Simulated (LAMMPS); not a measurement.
MD of CdS (wurtzite) at zero pressure, 3696 atoms, as a liquid; each row is its own run.

Level of theory: classical MD, pair style sw, file CdTeZnSeHgS0.sw (LAMMPS).

```csv
T (K),D(S) (cm²/s)
1750,1.39e-5
1930,4.56e-5
2450,0.000166
```

Task: Fit an Arrhenius law, ln y = a + b / x, to these rows (x is the first column, y the second) and predict the run at x = 2190.

Result: Least squares gives a = -2.6346 and b = -14670. The slope times kB gives an activation energy of 1.26 eV. At x = 2190 the fit predicts 8.82e-5 cm²/s. The run itself gave (1.013 ± 0.009) × 10^-4 cm²/s, so the fit is 13 % low.

Caution: at ambient pressure real CdS sublimes or decomposes before or as it melts, so this liquid is the model's.

Caution: a run this short can hold a crystal over, or a liquid under, the potential's own melting point, which these runs don't give.

Caution (rows 1930; 2450): enthalpy drifts during the constant-pressure average: a transition or slow ageing; fluctuation values are void.

Errors of D are the spread over four groups of atoms in one short run; a floor of about 5 %, a picked value, is safer.
